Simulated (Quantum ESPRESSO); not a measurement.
**Quick settings and what they miss: In3Ga (Fm-3m, 4 atoms in the cell)**

Self-consistent single point.

```xyz
4
Lattice="-3.6898 0.0000 3.6898 0.0000 3.6898 3.6898 -3.6898 3.6898 0.0000" Properties=species:S:1:pos:R:3 pbc="T T T"
In    -1.8449     1.8449     1.8449
In    -5.5347     5.5347     5.5347
In    -3.6898     3.6898     3.6898
Ga     0.0000     0.0000     0.0000
```

Computed with PBEsol, PseudoDojo standard norm-conserving (PBESOL) pseudopotentials (plane waves; Quantum ESPRESSO).

Base settings: ecutwfc = 80 Ry; occupations = smearing; smearing = marzari-vanderbilt; degauss = 0.019992 Ry; potentials = {In: In.upf, Ga: Ga.upf}; K_POINTS = automatic 8 8 8 0 0 0; conv_thr = 1e-10 Ry.

Tight run (finer mesh or higher cutoff; not a proven limit): ecutwfc: 80 Ry → 112 Ry; conv_thr: 1e-10 Ry → 7.3e-11 Ry; K_POINTS: automatic 8 8 8 0 0 0 → automatic 11 11 11 0 0 0. It gave Fermi level (on the code's own zero) 10.00 eV; pressure -1.94 GPa.

Quick runs, as changes from the base:
- A: the base itself
- B: K_POINTS: automatic 8 8 8 0 0 0 → automatic 4 4 4 1 1 1; potentials: PseudoDojo standard norm-conserving (LDA) [LDA (PW92)]
- C: ecutwfc: 80 Ry → 56 Ry; degauss: 0.019992 Ry → 0.0099958 Ry; K_POINTS: automatic 8 8 8 0 0 0 → automatic 4 4 4 1 1 1; potentials: PseudoDojo standard norm-conserving (LDA) [LDA (PW92)]
- D: ecutwfc: 80 Ry → 56 Ry; smearing: marzari-vanderbilt → fermi-dirac; conv_thr: 1e-10 Ry → 7.3e-06 Ry
- E: ecutwfc: 80 Ry → 40 Ry; smearing: marzari-vanderbilt → methfessel-paxton; degauss: 0.019992 Ry → 0.0099958 Ry; conv_thr: 1e-10 Ry → 7.3e-06 Ry; K_POINTS: automatic 8 8 8 0 0 0 → automatic 2 2 2 0 0 0; potentials: PseudoDojo standard norm-conserving (LDA) [LDA (PW92)]
- F: ecutwfc: 80 Ry → 48 Ry; conv_thr: 1e-10 Ry → 7.3e-06 Ry; K_POINTS: automatic 8 8 8 0 0 0 → automatic 1 1 1 0 0 0

Energies are extrapolated to zero smearing width, which holds to low order in the width alone (under cold and Methfessel-Paxton smearing the free energy itself is taken).

Dashes: energy of B, C, E, another energy zero; time of E, F, under 30 s.

† marks runs with another functional, U, potentials or spin treatment: their distance from the tight run is not a convergence error alone.

The count of work is k-points × plane waves × bands × iterations; it is no time. Core times come from one kind of shared machine and are given to one figure; runs under 30 s give none.

The starting cell comes from a database of computed structures (which also holds hypothetical and non-ambient phases and stackings), without a prior relaxation at this level. Its lattice was rescaled by a random factor within 2.5 % of one.

```tsv
run	energy less tight (meV/atom)	pressure less tight (GPa)	count of work / tight	core time / tight (rough)
A	10.3	0.06	0.31	0.3
B†	–	-1.87	0.11	0.08
C†	–	-30.81	0.063	0.06
D	492.9	-28.80	0.10	0.1
E†	–	-351.98	0.0076	–
F	7333.1	-92.25	0.0045	–
```

Among the runs at the tight run's level, the energy misses run from 10.3 to 7333.1 meV/atom.
